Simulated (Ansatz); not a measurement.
Functionals compared on Cl on the 1x1 (110) surface of 3C silicon carbide (cut with top plane C + Si), one in a 2x2 cell, started at the site 'hollow C-C-Si-Si', in Ansatz (plane waves, PAW). The structure was relaxed with PBE; the other rows are single points on it, each with its references at the same level. Cutoff 420 eV (500 eV for r2SCAN).

Host crystal: 3C silicon carbide, with a band gap (PBE, scalar-relativistic without spin-orbit coupling).

Slab: 49 atoms, 7.7 Å thick at the start under the adsorbate (thin: gaps and levels are the slab's own); k 3x3x1, smearing 0.01 eV, dipole-corrected; 24 atoms held, the rest relaxed; symmetry of the start imposed; spin-polarised, ending with about 1.0 μB a cell; orders that need a larger cell were not tried, no spin-orbit, no U, no dispersion correction. At the end it is bonded to Si. In PBE it is, or lies within 0.03 eV of, the lowest of the starts that converged. These notes are the PBE run's. r2SCAN: The program's check for a lower electronic state was not made. Adsorption energies are against ½ Cl2(g). A negative adsorption energy means that the adsorbate is more stable on the surface than in its reference.

```csv
functional,adsorption energy (eV),magnetic moment of the cell (μB),rough cost of the single point
PBE,-1.82,1.00,–
RPBE,-1.69,1.00,very roughly 8 core-minutes
r2SCAN,-2.13,1.00,very roughly 12 core-minutes
```

Ansatz is a first-principles code.
